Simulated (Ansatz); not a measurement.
**A series of runs on Yb4As2O (P1, 7 atoms in the cell)**

```
CELL_PARAMETERS angstrom
     -2.25775     2.25775     7.65480
      2.25775    -2.25775     7.65480
      2.25775     2.25775    -7.65480
ATOMIC_POSITIONS crystal
  Yb 0.81683 0.82528 0.98202
  Yb 0.16368 0.17909 0.00419
  Yb 0.49264 0.00061 0.49148
  Yb 0.01360 0.51779 0.53124
  As 0.64424 0.62131 0.99534
  As 0.36547 0.34261 0.97757
  O  0.00353 0.01330 0.01816
```

Base run A: LDA (PW92), PAW files made with PBE (Ansatz, a program for electronic structure), self-consistent single point.

Its settings: basis.ecutwfc = 420 eV; kpoints.mp_grid.grid = 6 6 8; hamiltonian.xc = lda; hamiltonian.pseudopotentials = {kind: paw} (the program's default PAW files); scf.occupations.method = gaussian; scf.occupations.width = 0.01 eV.

The starting cell comes from a database of computed structures (which also holds hypothetical and non-ambient phases and stackings), without a prior relaxation at this level. Its atoms were displaced at random from the sites of space group no. 139. Spin polarisation is off, so a magnetic state, if there is one, cannot be reached. The f electrons are in the valence without U or exact exchange, which can misplace them near the Fermi level. Spin-orbit terms, which matter for f shells, are left out. In the base run, with a pressure of about -6 GPa the cell is away from its equilibrium volume at this level. Ansatz's pressure includes its estimate of the finite-basis (Pulay) stress.

Runs:
- B: hamiltonian.xc: lda → pbesol [PBEsol]
- C: hamiltonian.xc: lda → blyp [BLYP]
- D: basis.ecutwfc: 420 eV → 500 eV; hamiltonian.xc: lda → r2scan [r2SCAN]

```json
[
 {"run": "A", "pressure (GPa)": "-5.53", "largest force (eV/Å)": "0.729"},
 {"run": "B", "pressure (GPa)": "?", "largest force (eV/Å)": "0.770"},
 {"run": "C", "pressure (GPa)": "?", "largest force (eV/Å)": "0.851"},
 {"run": "D", "pressure (GPa)": "?", "largest force (eV/Å)": "0.815"}
]
```

Task: What belongs in the gaps?

Result: 
- B, pressure (GPa): -2.84
- C, pressure (GPa): 4.20
- D, pressure (GPa): -0.86

Left out of this page: 2 runs of the series held back from this collection.

Keys are those of Ansatz 0.2.
